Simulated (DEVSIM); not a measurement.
Structure: Schottky contact on n-type Si, at 350 K.

```csv
layer (left to right),material,thickness (μm),Nd (cm⁻³),τn (s),τp (s)
1,Si,0.390,1.9e16,5.3e-5,5.3e-5
```

Left contact: Schottky, work function 4.71 eV, emission velocity 1.7e6 cm/s. Right contact: ohmic. Voltage is applied to the left contact. Recombination: SRH at mid-gap, radiative, Auger. Gap narrowing is on: ΔEg = 6.92 meV × (l + √(l² + 0.5)), l = ln(N/1.3e17 cm⁻³), shared equally by both band edges. Mobility is constant in doping. Where it depends on doping, it is μmin + (μ − μmin)/(1 + (N/Nref)^α).

This is a model device: material constants are rounded textbook-type values typed into the input, and sizes, dopings and lifetimes were drawn at random. Values at 300 K; Nc and Nv go as T^1.5, mobilities as T to minus their exponent, the gap by Varshni's rule with the affinity fixed. The table also holds parameters that only a changed run uses.

```
parameter               Si
----------------  --------
gap (eV)             1.124
affinity (eV)         4.05
permittivity          11.7
Nc (cm⁻³)          2.86e19
Nv (cm⁻³)           3.1e19
μn (cm²/Vs)           1417
μp (cm²/Vs)            470
μn,min                  52
μp,min                  45
Nref,n              9.7e16
Nref,p              2.2e17
αn                    0.68
αp                    0.72
T exponent of μn       2.3
T exponent of μp       2.2
B (cm³/s)          4.7e-15
Cn (cm⁶/s)         2.8e-31
Cp (cm⁶/s)         9.9e-32
Varshni α (eV/K)  0.000473
Varshni β (K)          636
```

Simulated with DEVSIM: 1D drift-diffusion, Boltzmann statistics, complete ionisation; no tunnelling, impact ionisation, image-force lowering or self-heating. Metal contacts follow the ideal Schottky-Mott rule: no Fermi-level pinning, no interface dipoles.

Base results: dark forward voltage at 1 A/cm² (V) 0.176; largest field in the device at zero bias (V/cm) 48000; dark forward voltage at 100 A/cm² (V) 0.317; potential step across the device at zero bias (V) 0.432.

Task: What follows from this one change: metal work function 4.71 → 4.86 eV?

Result: dark forward voltage at 1 A/cm² 0.176 → 0.325 V; largest field in the device at zero bias 48000 → 57000 V/cm; dark forward voltage at 100 A/cm² 0.317 → 0.466 V; potential step across the device at zero bias 0.432 → 0.582 V.

Task: What follows from this one change: doping Nd of layer 1 1.9e+16 → 5.7e+17 cm^-3?

Result: dark forward voltage at 1 A/cm² 0.176 → 0.164 V; largest field in the device at zero bias 48000 → 290000 V/cm; dark forward voltage at 100 A/cm² 0.317 → 0.303 V; potential step across the device at zero bias 0.432 → 0.524 V.

Task: What follows from this one change: metal work function 4.71 → 4.91 eV?

Result: dark forward voltage at 1 A/cm² 0.176 → 0.372 V; largest field in the device at zero bias 48000 → 60000 V/cm; dark forward voltage at 100 A/cm² 0.317 → 0.514 V; potential step across the device at zero bias 0.432 → 0.632 V.

Task: What follows from this one change: temperature 350 → 400 K?

Result: dark forward voltage at 1 A/cm² 0.176 → 0.102 V; largest field in the device at zero bias little changed (46000 V/cm); dark forward voltage at 100 A/cm² 0.317 → 0.262 V; potential step across the device at zero bias 0.432 → 0.392 V.
